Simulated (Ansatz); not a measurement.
A self-consistent single point of the (001) slab of Ta2H (cut from a parent of space group no. 21; 6 atoms in the cell) with Ansatz (a first-principles code).

Method: LDA (PW92), default PAW files made with PBE (plane waves; Ansatz).

```
CELL_PARAMETERS angstrom
      2.94449     0.00000     0.00000
     -3.85822     2.79913     0.00000
      0.00000     0.00000    21.31288
ATOMIC_POSITIONS crystal
  H  0.00000 0.00000 0.38781
  H  0.00000 0.00000 0.61220
  Ta 0.50000 0.50000 0.44717
  Ta 0.50000 0.00000 0.32844
  Ta 0.50000 0.50000 0.67156
  Ta 0.50000 0.00000 0.55283
```

Reference input (self-consistent single point, DFT, LDA (PW92), plane waves, default PAW files made with PBE): basis.ecutwfc = 30.9 Ry; kpoints.mp_grid.grid = 12 12 1; hamiltonian.xc = lda; hamiltonian.pseudopotentials = {kind: paw} (the program's default PAW files); scf.occupations.method = fermi_dirac; scf.occupations.width = 0.0073 Ry. This run's input differs from it in these lines:

Ansatz 0.2 input:
```diff
@@ -16,3 +16,3 @@
   mp_grid:
-    grid: [12, 12, 1]
+    grid: [7, 7, 1]
 hamiltonian:
```

Output, abridged:

```
SCF iter   1: F=—  HF=-38759.274695 eV  |F-HF|=—  |Δ(HF+E_count)|=         —  Δρ=9.76e-3  dr2=2.56e0  ethr=1.77e-3  ⟨swp⟩=7.1  Hψ=2544  notcnv=0
all-band conjugate gradients solve this SCF's bands
preconditioner: auto → LDOS
SCF iter   2: F=—  HF=-38759.190547 eV  |F-HF|=—  |Δ(HF+E_count)|=   8.41e-2  Δρ=5.74e-3  dr2=8.55e-1  ethr=1.77e-3  ⟨swp⟩=3.0  Hψ=835  notcnv=0
   [... lines left out ...]
SCF iter   5: F=—  HF=-38759.152847 eV  |F-HF|=—  |Δ(HF+E_count)|=   3.44e-5  Δρ=7.45e-5  dr2=2.64e-5  ethr=2.43e-6  ⟨swp⟩=1.9  Hψ=604  notcnv=0
SCF iter   6: F=—  HF=-38759.152821 eV  |F-HF|=—  |Δ(HF+E_count)|=   2.64e-5  Δρ=2.76e-5  dr2=8.00e-6  ethr=4.88e-8  ⟨swp⟩=3.6  Hψ=1150  notcnv=0
SCF iter   7: F=—  HF=-38759.152821 eV  |F-HF|=—  |Δ(HF+E_count)|=   1.45e-7  Δρ=6.29e-6  dr2=1.60e-7  ethr=1.48e-8  ⟨swp⟩=2.2  Hψ=697  notcnv=0
SCF iter   8: F=-38759.152821 eV  HF=-38759.152821 eV  |F-HF|=2.11e-8  |Δ(HF+E_count)|=   5.39e-8  Δρ=1.91e-6  dr2=2.82e-8  ethr=1.85e-10  ⟨swp⟩=9.2  Hψ=2410  notcnv=0
SCF 1 converged in 8 iterations: F = -38759.152821 eV  dr2 = 2.82e-8
Free energy (F): -38759.152821 eV
Internal energy: -38759.031769 eV  (E = F + TS)
E sigma→0 (E₀):  -38759.092295 eV
Entropy (-TS):   -0.121052 eV (-20.175 meV/atom)
Fermi energy:    5.128322 eV
--- Forces (eV/Å), atoms counted from 1 ---
  atom   1  H      0.00000000     0.00000000    -0.20517278
  atom   2  H      0.00000000    -0.00000000     0.20517278
  atom   3  Ta     0.00000000     0.00000000    -0.38612666
  atom   4  Ta    -0.00000000     0.00000000     1.00830913
  atom   5  Ta    -0.00000000     0.00000000    -1.00830913
  atom   6  Ta     0.00000000     0.00000000     0.38612666
--- Stress (GPa, compression-positive) ---
      -10.336149       0.207212       0.000000
        0.207212     -10.200867       0.000000
        0.000000       0.000000      -5.035526
  P = ⅓ Tr σ = -8.5242 GPa (-85.242 kbar)
  The stress holds the Pulay correction. Without it, at fixed plane waves, as pw.x and ABINIT print it: P = -8.5625 GPa
```

The run converged in 8 iterations. Against the reference run the free energy drops by 4.2 meV/atom and the largest force goes from 1.046 to 1.008 eV/Å.

The starting cell comes from a database of computed structures (which also holds hypothetical and non-ambient phases and stackings), without a prior relaxation at this level. The slab is cut from that crystal, and its faces are unrelaxed. Its lattice was rescaled by up to half a per cent. Spin-orbit coupling is off. Spin polarisation is off. Forces in this geometry exceed 1 eV/Å.
